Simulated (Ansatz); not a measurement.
## Quick settings and what they miss: MoPd2 (Immm, 3 atoms in the cell)

Self-consistent single point.

```
CELL_PARAMETERS angstrom
     -1.37628     1.97598     4.12204
      1.37628    -1.97598     4.12204
      1.37628     1.97598    -4.12204
ATOMIC_POSITIONS crystal
  Mo 0.00000 0.00000 0.00000
  Pd 0.33480 0.33480 0.00000
  Pd 0.66520 0.66520 0.00000
```

Method of the run: LDA (PW92), PAW files made with PBE (plane waves; Ansatz, an electronic-structure program).

Base settings: basis.ecutwfc = 420 eV; kpoints.mp_grid.grid = 10 10 10; hamiltonian.xc = lda; hamiltonian.pseudopotentials = {kind: paw} (the program's default PAW files); scf.occupations.method = gaussian; scf.occupations.width = 0.272 eV.

Tight run (finer mesh or higher cutoff; not a proven limit): basis.ecutwfc: 420 eV → 590 eV; kpoints.mp_grid.grid: 10 10 10 → 14 14 14; scf.convergence.dr2_threshold: default (1e-07 eV) → 1e-09 eV. It gave Fermi level (on the code's own zero) 20.41 eV; pressure -11.95 GPa; largest force (vector length) 0.034 eV/Å.

Quick runs, as changes from the base:
- A: the base itself
- B: basis.ecutwfc: 420 eV → 210 eV; kpoints.mp_grid.grid: 10 10 10 → 4 4 4; scf.occupations.method: gaussian → cold; scf.occupations.width: 0.272 eV → 0.2 eV
- C: basis.ecutwfc: 420 eV → 295 eV; kpoints.mp_grid.grid: 10 10 10 → 4 4 4; hamiltonian.xc: lda → pbesol; scf.occupations.method: gaussian → cold; scf.occupations.width: 0.272 eV → 0.136 eV [PBEsol]
- D: basis.ecutwfc: 420 eV → 295 eV; kpoints.mp_grid.grid: 10 10 10 → 8 8 8; scf.convergence.dr2_threshold: default (1e-07 eV) → 0.001 eV
- E: basis.ecutwfc: 420 eV → 335 eV; kpoints.mp_grid.grid: 10 10 10 → 6 6 6
- F: basis.ecutwfc: 420 eV → 250 eV; kpoints.mp_grid.grid: 10 10 10 → 1 1 1; scf.occupations.width: 0.272 eV → 0.136 eV; kpoints.mp_grid.shift: default → 0.5 0.5 0.5

Energies are extrapolated to zero smearing width, which holds to low order in the width alone.

Dashes: energy of C, another energy zero.

† marks runs with another functional, U, potentials or spin treatment: their distance from the tight run is not a convergence error alone.

The count of work is k-points × plane waves × bands × iterations; it is no time. 

Pressures in the table are Ansatz's without its Pulay estimate, at a fixed set of plane waves; the tight run's value above holds the estimate.

The starting cell comes from a database of computed structures (which also holds hypothetical and non-ambient phases and stackings), without a prior relaxation at this level. Its lattice was rescaled by a random factor within 2.5 % of one. Spin polarisation is off. In the base run, with a pressure of about -12 GPa the cell is away from its equilibrium volume at this level.

```
run  energy less tight (meV/atom)  pressure less tight (GPa)  largest miss in a force vector (eV/Å)  count of work / tight
---  ----------------------------  -------------------------  -------------------------------------  ---------------------
A                            -1.7                      -0.05                                  0.002                   0.20
B                          5496.1                    -290.72                                  0.039                 0.0079
C†                              –                      -8.04                                  0.025                  0.013
D                           147.5                     -14.83                                  0.003                  0.051
E                            -1.0                      -2.83                                  0.041                  0.039
F                          -357.5                     -74.23                                  3.716                0.00063
```

Among the runs at the tight run's level, the energy misses run from 1.0 to 5496.1 meV/atom.

Keys are those of Ansatz 0.2.
